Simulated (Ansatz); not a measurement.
Input and output of a relaxation of the atoms for Sb (R-3m, 2 atoms in the cell) (Ansatz, a program for electronic structure).

Level of theory: PBEsol, default PAW files made with PBE (plane waves; Ansatz).

The change in words: one atom moved by 0.15 angstrom; relax: default → atoms; relax.f_tol: default → 0.05 eV/Å. Reference geometry:
```yaml
crystal:
  lattice:
    - [3.97713, -2.16578, 0.00000]
    - [3.97713, 2.16578, 0.00000]
    - [2.79774, 0.00000, 3.56101]
  atoms:
    - { symbol: Sb, position: [0.23350, 0.23350, 0.23350] }
    - { symbol: Sb, position: [0.76650, 0.76650, 0.76650] }
```

Reference input (self-consistent single point, DFT, PBEsol, plane waves, default PAW files made with PBE): basis.ecutwfc = 420 eV; kpoints.mp_grid.grid = 9 9 9; hamiltonian.xc = pbesol; hamiltonian.pseudopotentials = {kind: paw} (the program's default PAW files); scf.occupations.method = fermi_dirac; scf.occupations.width = 0.1 eV. This run's input differs from it in these lines:

```diff
@@ -6,3 +6,3 @@
   atoms:
-    - { symbol: Sb, position: [0.23350000, 0.23350000, 0.23350000] }
+    - { symbol: Sb, position: [0.24674300, 0.24674300, 0.24674300] }
     - { symbol: Sb, position: [0.76650000, 0.76650000, 0.76650000] }
@@ -21,2 +21,4 @@
     width: 0.1 eV
+relax:
+  f_tol: 0.05
 output:
```

The program printed (abridged):

```
   [... SCF lines of the steps left out ...]
relax step   1: F+E_penalty+E_count = -12816.14108176 eV  Δ(F+E_penalty+E_count) = +0.000e0 eV  max|allowed force component| = 3.898e-1 eV/Å  Δτ_max = 0.0000 Å  (6 SCF iters, dr2 threshold 6.25e-5 eV, accepted)
relax step   2: F+E_penalty+E_count = -12816.17413731 eV  Δ(F+E_penalty+E_count) = -3.306e-2 eV  max|allowed force component| = 1.589e-2 eV/Å  Δτ_max = 0.0666 Å  (4 SCF iters, dr2 threshold 9.50e-6 eV, accepted)
relax step   3: F+E_penalty+E_count = -12816.17413796 eV  Δ(F+E_penalty+E_count) = -6.558e-7 eV  max|allowed force component| = 1.563e-2 eV/Å  Δτ_max = 0.0000 Å  (4 SCF iters, accepted)
the relaxation is at rest under the 12 symmetry operations that the run kept from its start: a minimum is not shown …
Stability not checked: this state was not tested for a lower state beside it, because too few of the mixer's solves of this state at the end of the SCF gave a …
Free energy (F): -12816.174138 eV
Internal energy: -12816.163998 eV  (E = F + TS)
E sigma→0 (E₀):  -12816.169068 eV
Entropy (-TS):   -0.010140 eV (-5.070 meV/atom)
Fermi energy:    9.645683 eV
--- Forces (eV/Å), atoms counted from 1 ---
  atom   1  Sb    -0.01562745    -0.00000000    -0.00517573
   [... lines left out ...]
--- Relaxed structure (3 steps of the walk, 3 accepted, 0 SCFs on fresh bases) ---
  F+E_penalty+E_count = -12816.17413796 eV   max|allowed force component| = 1.563e-2 eV/Å
  atoms:
    - { symbol: Sb, position: [0.24086042244051037, 0.24086042244051037, 0.2408604224405104] }
    - { symbol: Sb, position: [0.7723825775594895, 0.7723825775594895, 0.7723825775594897] }
```

The run converged.  The full log also holds: “iter 5 did not close the SCF: its close was put off for the readings that it lacked (scf_convergence_deferred on its scf_iter line)”.

Summary of the result:
| Quantity | Value |
|---|---|
| Free energy E − TS (on the zero of these files) | -12816.1741 eV |
| Pressure | -1.05 GPa |
| Largest force (vector length) | 0.016 eV/Å |
| Relaxation steps | 3 |

The starting cell has typed, rounded lattice constants, without a prior relaxation at this level. Its lattice was rescaled by up to half a per cent. For this run, on top of that: one atom moved by 0.15 angstrom. The relaxation keeps the symmetry of its start, so its end need not be a minimum. Ansatz's pressure includes its estimate of the finite-basis (Pulay) stress.

Keys are those of Ansatz 0.2.
